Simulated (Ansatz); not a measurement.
Where the default PAW files enter, the runs use the earlier of Ansatz's two default sets.

Here is the system:

```
CELL_PARAMETERS angstrom
      5.15399     0.00000     0.00000
      0.00000     5.22811     0.00000
      0.87387     0.00000     5.25757
ATOMIC_POSITIONS crystal
  Zr 0.27631 0.04215 0.79040
  Zr 0.72369 0.95785 0.20960
  Zr 0.72369 0.54215 0.70960
  Zr 0.27631 0.45785 0.29040
  O  0.93079 0.83371 0.84383
  O  0.06921 0.16629 0.15617
  O  0.06921 0.33371 0.65617
  O  0.93079 0.66629 0.34383
  O  0.44930 0.74258 0.02140
  O  0.55070 0.25742 0.97860
  O  0.55070 0.24258 0.47860
  O  0.44930 0.75742 0.52140
```

Space group of this cell: P2_1/c. The cell is taken as given.

These are r2SCAN (plane waves, PAW; Ansatz, a program for electronic structure) values and carry that method's errors.

The current runs along the normal of the first two printed vectors; no spin-orbit coupling. Scaled by the factor s: all lengths (ions clamped). Meshes 6×6×6 and 6×6 across the current in all rows.

```json
[
 {"s": "0.98", "mean pressure (GPa)": "16.3", "slowest mid-gap decay constant κ (1/Å)": "0.478"},
 {"s": "1.00", "mean pressure (GPa)": "-0.2", "slowest mid-gap decay constant κ (1/Å)": "0.466"},
 {"s": "1.02", "mean pressure (GPa)": "-12.8", "slowest mid-gap decay constant κ (1/Å)": "?"}
]
```

Question: Take the slope of the slowest mid-gap decay constant κ against ln s from the two given rows, extrapolate to s = 1.02, and say what the run there gives.

Answer: Slope = (0.478 − 0.466) / ln 0.98 = -0.594 1/Å. The line gives 0.466 + (-0.594) × ln 1.02 = 0.454 1/Å. The run gives 0.455 1/Å, 0.001 1/Å over the line, 6 % of the predicted step.
